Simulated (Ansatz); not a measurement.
Start from TiO₂ in the rutile structure (space group P4_2/mnm, No. 136; a = 4.643 Å, c = 2.964 Å).

(Cell as relaxed with PBE.)

Levels (all Ansatz, a program for electronic structure, PAW): PBE (420 eV, no SOC); r2SCAN (500 eV, scalar-relativistic without spin-orbit coupling).

Each level relaxes its own structure.

```json
[
 {"quantity": "volume per atom", "PBE": "10.65 Å³", "r2SCAN": "…"},
 {"quantity": "lattice parameter a", "PBE": "4.643 Å", "r2SCAN": "…"},
 {"quantity": "lattice parameter c", "PBE": "2.964 Å", "r2SCAN": "…"},
 {"quantity": "band gap", "PBE": "1.86 eV", "r2SCAN": "…"},
 {"quantity": "gap character", "PBE": "direct at Γ", "r2SCAN": "…"},
 {"quantity": "electron mass", "PBE": "0.58 mₑ along c, 1.2 mₑ across", "r2SCAN": "…"}
]
```

**Question.** Given the PBE results, estimate those of r2SCAN.

**Answer.** 
- volume per atom, r2SCAN: 10.40 Å³
- lattice parameter a, r2SCAN: 4.597 Å
- lattice parameter c, r2SCAN: 2.954 Å
- band gap, r2SCAN: 2.22 eV
- gap character, r2SCAN: direct at Γ
- electron mass, r2SCAN: 0.58 mₑ along c, 1.2 mₑ across

PBE's volume per atom lies 0.25 Å³ above r2SCAN's (2.4 %); PBE's lattice parameter a lies 0.0467 Å above r2SCAN's (1.0 %); PBE's lattice parameter c lies 0.010 Å above r2SCAN's (0.3 %); PBE's band gap lies 0.36 eV below r2SCAN's; the two agree on the gap character and electron mass. Neither level is exact; r2SCAN is the comparison here, not a measurement.

Effective masses come from finite differences of ±0.01 Å⁻¹. Whether these cells are dynamically stable was not tested. All final runs are without spin polarisation.
